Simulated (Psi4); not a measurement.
Psi4 1.11, WB97X/def2-svp: Cd(Br)2(NH3)2 ([NH3]->[Cd](<-[NH3])([Br])[Br]), 11 atoms. The geometry is a generated start, not checked to be a minimum at this level.

| Property | Value |
|---|---|
| task | energy |
| method | wb97x |
| basis | def2-svp |
| memory | 3 GB |
| maxiter | 100 |
| keys of the molecule block | symmetry c1 |
| scf_type | df (default) |
| diis_max_vecs | 10 (default) |
| e_convergence | 1e-06 (default) |
| d_convergence | 1e-06 (default) |
| dft_radial_points | 75 (default) |
| dft_spherical_points | 302 (default) |
| effective core potentials | those of the basis set, past Kr |
| basis functions | 153 |
| grid points | 236153 |

```xyz
11

Cd     0.2206     0.8109     0.8699
Br     2.5399     1.6475     0.7363
Br    -1.7910     1.3000     2.2139
N      0.4443    -1.7232     0.8346
H      0.0398    -2.1760     0.0192
H     -0.0106    -2.1254     1.6520
H      1.4265    -1.9866     0.8690
N     -0.6226     1.0185    -1.5374
H     -1.4063     1.6687    -1.5489
H     -0.9468     0.1600    -1.9757
H      0.1062     1.4058    -2.1328
```

Charge 0 and multiplicity 1 are set for this test and not shown to be the ground state.

With the defaults (damping_percentage = 0, diis = true, scf_initial_accelerator = adiis, guess = auto, which took SAD, soscf = false, diis_start = 1) it converges in 8 SCF iterations. One run each on 2 threads, with these changes:
- guess = core
- soscf = true
- diis_start = 4
- guess = sap
- damping_percentage = 60
- damping_percentage = 60, diis = false, scf_initial_accelerator = none
- guess = gwh
- guess = modhuckel
- scf_initial_accelerator = ediis

Task: Which of these changes keep the SCF from converging, or lead it to another solution?

Result: No convergence: damping_percentage = 60; damping_percentage = 60, diis = false, scf_initial_accelerator = none (the run ends without SCF convergence in 100 iterations). The rest reach the solution of the defaults.

```json
[
 {"setting": "soscf = true", "SCF iterations": "6", "JK calls": "17", "end": "same solution"},
 {"setting": "the defaults", "SCF iterations": "8", "JK calls": "9", "end": "same solution"},
 {"setting": "scf_initial_accelerator = ediis", "SCF iterations": "8", "JK calls": "9", "end": "same solution"},
 {"setting": "diis_start = 4", "SCF iterations": "10", "JK calls": "11", "end": "same solution"},
 {"setting": "guess = modhuckel", "SCF iterations": "12", "JK calls": "38", "end": "same solution"},
 {"setting": "guess = sap", "SCF iterations": "14", "JK calls": "14", "end": "same solution"},
 {"setting": "guess = core", "SCF iterations": "15", "JK calls": "15", "end": "same solution"},
 {"setting": "guess = gwh", "SCF iterations": "16", "JK calls": "16", "end": "same solution"},
 {"setting": "damping_percentage = 60", "SCF iterations": "100", "JK calls": "101", "end": "no convergence"},
 {"setting": "damping_percentage = 60, diis = false, scf_initial_accelerator = none", "SCF iterations": "100", "JK calls": "101", "end": "no convergence"}
]
```

An SOSCF iteration holds several JK calls; a Hückel guess adds calls on atoms.
